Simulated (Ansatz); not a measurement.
A computed series for Mg2Si: carrier doping

Start from Mg2Si (space group Fm-3m, No. 225; a = 6.364 Å).

Carriers are added at fixed cell with a uniform background; the Fermi–Dirac width is that of 300 K.

The values are results of PBE (Ansatz, an electronic-structure program, PAW, spin-orbit coupling left out), earlier PAW set, not measurements.

Candidates:
(a) electrons 1.5×10^21 cm⁻³
(b) holes 1.5×10^21 cm⁻³
(c) electrons 7.0×10^21 cm⁻³

For the base:

```
Quantity                        Value
----------------------------  -------
Gap between the host's bands  0.22 eV
```

**Question.** Order them by gap between the host's bands, highest first.

**Answer.** (b) holes 1.5×10^21 cm⁻³ (0.28 eV), (a) electrons 1.5×10^21 cm⁻³ (0.20 eV), (c) electrons 7.0×10^21 cm⁻³ (0.14 eV)

Charged cell with a jellium background: band edges are those of the host's band count, energies are not comparable with the neutral cell, and many-body gap narrowing is missing. Whether these cells are dynamically stable was not tested. The zero or small gap of Mg2Si can change with the level of theory.
